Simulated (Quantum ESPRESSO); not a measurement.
Convergence study of the plane-wave cutoff for CdInS₂ (P3m1, 4 atoms in the cell)

```
CELL_PARAMETERS angstrom
      3.88111     0.00000     0.00000
     -1.94055     3.36114     0.00000
      0.00000     0.00000     6.83096
ATOMIC_POSITIONS crystal
  Cd 0.00000 0.00000 0.00732
  In 0.00000 0.00000 0.50000
  S  0.66667 0.33333 0.75505
  S  0.33333 0.66667 0.24495
```

Level of theory: LDA (PZ), GBRV 1.5 ultrasoft (LDA) pseudopotentials (plane waves; Quantum ESPRESSO 7.5).

Base settings: ecutwfc = 40 Ry; ecutrho = 200 Ry; occupations = smearing; smearing = fd; degauss = 0.0073499 Ry; potentials = {Cd: cd_lda_v1.uspp.F.UPF, In: in_lda_v1.4.uspp.F.UPF, S: s_lda_v1.4.uspp.F.UPF}; K_POINTS = automatic 4 4 2 0 0 0; conv_thr = 1e-11 Ry; mixing_beta = 0.3.

Moved along: ecutrho.

The second cell is the first with its lattice scaled by 0.98.

The mesh stays at the base's, so the ladder's end is converged at best in this setting alone.

Only quantities that move along the ladder and can be compared are tabulated.

The count of work is k-points × plane waves × bands × iterations; it is no time. 

The starting cell comes from a database of computed structures (which also holds hypothetical and non-ambient phases and stackings), without a prior relaxation at this level. Its lattice was rescaled by up to half a per cent. One atom was moved a little off its site on purpose. In the base run, with a pressure of about -6 GPa the cell is away from its equilibrium volume at this level. Without a gap this mesh is coarse (it stands for a supercell whose shortest vector is 14 Å).

```tsv
ecutwfc	free energy less the last step's (meV/atom)	energy of the compressed cell less the first (meV/atom)	pressure (GPa)	largest difference of a force vector from the last step's (eV/Å)	count of work / last
14 Ry	28739.81	-34.45	-669.77	0.225	0.065
16 Ry	14272.97	21.04	-393.01	0.150	0.074
20 Ry	3403.83	-21.71	-126.45	0.048	0.090
22 Ry	1656.09	-67.26	-72.34	0.035	0.10
24 Ry	748.35	-30.67	-39.55	0.020	0.12
32 Ry	87.86	-35.55	-6.91	0.001	0.18
36 Ry	75.81	-35.84	-6.34	0.001	0.21
40 Ry	66.42	-35.75	-6.44	0.000	0.27
44 Ry	58.18	-35.83	-6.33	0.000	0.31
48 Ry	53.00	-35.83	-6.23	0.000	0.35
54 Ry	45.67	-35.80	-6.38	0.000	0.39
70 Ry	15.00	-35.86	-6.46	0.000	0.66
96 Ry	0.00	-35.76	-6.15	0.000	1.0
```

Coarsest ecutwfc that holds the pressure within 1 GPa of the last step, with all finer ones: 32 Ry, at 0.18 of the last step's count of work; the step before is off by 33 GPa.

Coarsest ecutwfc that holds the free energy within 5 meV/atom: not settled: the last two steps still differ by 15 meV/atom, over half the tolerance, so the ladder does not show it.

Coarsest ecutwfc that holds the energy of the compressed cell less the first within 1 meV/atom of the last step, with all finer ones: 32 Ry, at 0.18 of the last step's count of work; the step before is off by 5.1 meV/atom.

At the lowest cutoff the pressure lies 664 GPa under the last step's, the usual sign of Pulay stress in an incomplete plane-wave basis.
